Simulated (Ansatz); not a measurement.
For Pt3Sn (Pm-3m, No. 221, 4 atoms in the cell; start mp-20971), LDA (Ansatz, an electronic-structure program, plane waves, PAW) gives:

| Quantity | Value |
|---|---|
| equilibrium lattice constant a | 3.980 Å |
| bulk modulus | 246 GPa |

Q: What does PBEsol (plane waves, PAW; Ansatz) give for the same quantities?

A: 
- lattice constant a: 4.006 Å (rises by 0.7 %)
- bulk modulus: 230 GPa (falls by 6.5 %)

Changes are worked out from the printed values.

Unless a cell is named, each level is at its own relaxed cell (LDA 15.76, PBEsol 16.07 Å³/atom).

Levels without +SOC leave out spin–orbit coupling, which shifts energies and cells of such heavy elements.

Caveats: the bulk modulus is −V dP/dV from two relaxed cells at ±2 % in volume (LDA, PBEsol); the relaxation could not lower the start's symmetry, so the cell can be a saddle point above a distorted one (LDA, PBEsol). Ansatz's density-functional and Hartree–Fock values are scalar-relativistic unless marked +SOC, with PAW data made under PBE.

A start named mp-… is a Materials Project structure, which need not be a measured phase.
